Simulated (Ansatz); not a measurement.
Consider SrTiO$_{3}$ in the cubic perovskite structure (space group Pm-3m, No. 221; a = 3.854 Å). Axes: x, y, z lie along the cube axes.

Level of theory: DFT with LDA, PAW potentials and a 420 eV plane-wave cutoff in Ansatz (a program for electronic structure), no spin-orbit coupling.

Before the change:

The smallest direct gap is 2.17 eV.

Perturbation: biaxial strain +2.40 %, plane normal [001], relaxed out of plane (Cartesian); in-plane vectors clamped, the third vector and the atoms free.

**Question.** What does the calculation give for the smallest direct gap after the change?

**Answer.** The smallest direct gap drops by 0.105 eV to 2.07 eV.

**Question.** Estimate the effect on the out-of-plane strain.

**Answer.** The out-of-plane strain comes out as -1.29 %.

No phonon test of stability was made. All final runs are without spin polarisation. Many cubic perovskites are stable only at high temperature; tilts and polar distortions were not tested.
